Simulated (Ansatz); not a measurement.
For SnBi (Cmmm, No. 65, 2 atoms in the cell; start mp-1218947), LDA (plane waves, PAW; Ansatz, a program for electronic structure) gives:

```
Item                    Value
---------------  ------------
bulk modulus B0      57.6 GPa
cohesive energy  3.65 eV/atom
```

Q: What does PBEsol (Ansatz, plane waves, PAW) give for the same quantities?

A: 
- bulk modulus: 54.2 GPa (decreases by 5.9 %)
- cohesive energy: 3.18 eV/atom (drops by 0.47 eV/atom)

Changes are worked out from the printed values.

Unless a cell is named, each level is at its own relaxed cell (LDA 27.65, PBEsol 28.34 Å³/atom).

Levels without +SOC leave out spin–orbit coupling, which shifts energies and cells of such heavy elements.

Caveats: the bulk modulus is −V dP/dV from two relaxed cells at ±2 % in volume (LDA, PBEsol); the relaxation could not lower the start's symmetry, so the cell can be a saddle point above a distorted one (LDA, PBEsol). Ansatz's density-functional and Hartree–Fock values are scalar-relativistic unless marked +SOC, with PAW data made under PBE.

A start named mp-… is a Materials Project structure, which need not be a measured phase.
